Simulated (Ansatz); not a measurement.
Consider HfN in the rock salt structure (space group Fm-3m, No. 225; a = 4.5257 Å; relaxed with 0.1 eV smearing). Axes: x, y, z lie along the cube axes.

Calculations: Kohn–Sham DFT with the r2SCAN functional, run in Ansatz (an electronic-structure program) with PAW and 500 eV plane waves, scalar-relativistic without spin-orbit coupling.

Now apply this change: a pure shear with ε_xy = ε_yx = 0.0029, atoms relaxed at fixed cell.

### Question
Estimate the effect on the energy relative to the base.

### Answer
The energy stays essentially unchanged.

### Question
What does the calculation give for the stress after the change?

### Answer
The stress (xx, yy, zz, yz, xz, xy; compression positive) is (0.0, 0.0, 0.0, 0.0, 0.0, -0.7) GPa.

The cells carry an imposed strain or load. Stability against distortions was not tested. All final runs are without spin polarisation. An odd electron count without spin: HfN.
